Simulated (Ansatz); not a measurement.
The parent structure is Re in the hcp (Mg type) structure (space group P6_3/mmc, No. 194; a = 2.752 Å, c = 4.440 Å; relaxed with 0.1 eV smearing). Axes: x lies along a and z along c of the hexagonal cell.

Computed with plane-wave PAW DFT at the PBEsol level (Ansatz, a quantum-chemistry and plane-wave program, 420 eV), without spin-orbit coupling.

It is then changed as follows: uniaxial strain ε_xx = +1.00 %, all other strain components held at zero, atoms relaxed at fixed cell.

Question: Predict the stress tensor and what it implies for the stiffness.

Answer: Stress of the strained cell less that of the base (GPa, compression positive):
```
   -6.1     0.0     0.0
    0.0    -2.8     0.0
    0.0     0.0    -2.4
```

Then −Δσ_ii/ε with ε = 0.0100 gives relaxed-ion elastic constants: C11 ≈ 610 GPa, C12 ≈ 284 GPa and C13 ≈ 235 GPa.

No phonon test of stability was made. All final runs are without spin polarisation.
